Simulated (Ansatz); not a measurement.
Given:

```yaml
crystal:
  lattice:
    - [4.16387, 0.00000, 0.00000]
    - [-2.08193, 3.60601, 0.00000]
    - [0.00000, 0.00000, 6.76663]
  atoms:
    - { symbol: Cd, position: [0.66667, 0.33333, 0.50006] }
    - { symbol: Cd, position: [0.33333, 0.66667, 0.00006] }
    - { symbol: S, position: [0.66667, 0.33333, 0.87694] }
    - { symbol: S, position: [0.33333, 0.66667, 0.37694] }
```

The numbers are results of r2SCAN with spin-orbit coupling, rigid bands (plane waves, PAW; Ansatz, an electronic-structure program), not measurements. Cell: cell and atoms relaxed with r2SCAN.

### Question
Predict the hole conductivity mass (n e² τ/σ) at 300 K, by direction if it differs.

### Answer
1.23 (x), 1.23 (y), 1.54 (z) mₑ.

### Question
Predict the electron conductivity mass (n e² τ/σ) at 300 K, by direction if it differs.

### Answer
0.174 (x), 0.174 (y), 0.161 (z) mₑ.

### Question
And the band gap?

### Answer
1.62 eV at this level; semilocal functionals usually fall short of the measured gap.

Rigid bands, one relaxation time for all states, no polarons.
